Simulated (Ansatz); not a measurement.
## HgO, pressure series

Consider HgO (space group P3_121, No. 152; a = 3.6148 Å, c = 8.7439 Å; a cell from a computed database, its experimental status unchecked; made of chains).

Cell and atoms are relaxed at each pressure.

Level of theory: PBEsol, PAW, 420 eV (Ansatz, a first-principles code; no spin-orbit coupling), earlier PAW set.

Notes on the quantities. enthalpy: H = E + PV relative to the base's energy.

```
variant           band gap      density       enthalpy
----------------  --------  -----------  -------------
base               1.44 eV  10.90 g/cm³              –
pressure −2 GPa        [?]   9.92 g/cm³  -0.21 eV/atom
pressure 0.3 GPa   1.41 eV  11.00 g/cm³  +0.03 eV/atom
pressure 0.7 GPa   1.38 eV          [?]  +0.07 eV/atom
pressure 1.5 GPa       [?]  11.35 g/cm³  +0.15 eV/atom
```

Problem. What belongs in the blanks?

Solution. 
- pressure −2 GPa, band gap: 1.67 eV
- pressure 0.7 GPa, density: 11.13 g/cm³
- pressure 1.5 GPa, band gap: 1.32 eV

With Hg present, leaving out spin-orbit coupling can change the band edges. Load acts through the strain it causes; cell and atoms are relaxed under it. Stability against distortions was not tested. No dispersion term is included in the PBEsol runs.
